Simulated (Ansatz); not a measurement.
**Al2Pt: response to strain**

The parent structure is Al$_{2}$Pt (space group Fm-3m, No. 225; a = 5.897 Å; relaxed with 0.1 eV smearing). Axes: x, y, z lie along the cube axes.

Strains are applied to the cell and any free atomic positions relax; under biaxial strain the out-of-plane vector relaxes too.

The values are results of PBEsol in Ansatz (plane waves to 420 eV, PAW, scalar-relativistic without spin-orbit coupling), not measurements.

Notes on the quantities. energy relative to the base: free energy F.

| change | energy relative to the base | shortest interatomic distance | ratio −ε⊥/ε∥ |
|---|---|---|---|
| base | 0 meV/atom | 2.553 Å | – |
| biaxial strain −2.08 %, plane normal [111], relaxed out of plane | +9.1 meV/atom | 2.529 Å | 1.11 |
| biaxial strain −1.67 %, plane normal [111], relaxed out of plane | +5.9 meV/atom | 2.533 Å | 1.10 |
| biaxial strain −1.25 %, plane normal [111], relaxed out of plane | +3.3 meV/atom | 2.538 Å | 1.09 |
| biaxial strain −0.83 %, plane normal [111], relaxed out of plane | +1.5 meV/atom | 2.543 Å | 1.07 |
| biaxial strain +0.83 %, plane normal [111], relaxed out of plane | +1.5 meV/atom | 2.549 Å | 1.02 |
| biaxial strain +1.25 %, plane normal [111], relaxed out of plane | +3.3 meV/atom | 2.547 Å | 1.02 |
| biaxial strain +1.67 %, plane normal [111], relaxed out of plane | +5.9 meV/atom | 2.545 Å | 1.01 |
| biaxial strain +2.08 %, plane normal [111], relaxed out of plane | +9.1 meV/atom | 2.543 Å | 1.00 |
| biaxial strain +2.50 %, plane normal [111], relaxed out of plane | +13 meV/atom | 2.541 Å | 0.99 |

Stability against distortions was not tested. The final runs are not spin-polarised.

Ansatz is an electronic-structure program.
